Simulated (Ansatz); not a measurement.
Results of LDA in Ansatz (PAW) for MoIr (Pmma, No. 51, 4 atoms in the cell; start mp-11481).

Settings: plane-wave cutoff 520 eV, 12×20×12 k mesh (along the axes of the cell as run), Fermi–Dirac smearing 0.05 eV, no spin polarisation, scalar-relativistic PAW data made under PBE.

Cell (relaxed at this level):

Space group Pmma (No. 51); a = 4.3886 Å, b = 2.7322 Å, c = 4.7678 Å, α = β = γ = 90.00°

| atom | site | symmetry | x | y | z |
|---|---|---|---|---|---|
| Mo | 2e | mm2 | 0.7500 | 0.0000 | 0.1706 |
| Ir | 2f | mm2 | 0.2500 | 0.5000 | 0.3249 |

Problem. Estimate the bulk modulus that the calculation returns.

Solution. 
* **bulk modulus**: 354 GPa

Note: the run has no spin polarisation, so it can have missed a magnetic state; the bulk modulus is −V dP/dV from two relaxed cells at ±2 % in volume; the relaxation could not lower the start's symmetry, so the cell can be a saddle point above a distorted one.

Spin–orbit coupling is not included.

Static lattice: no zero-point or thermal effects.

The result took around 3 core-minutes (rough).

A start named mp-… is a Materials Project structure, which need not be a measured phase.

Ansatz is a first-principles code.
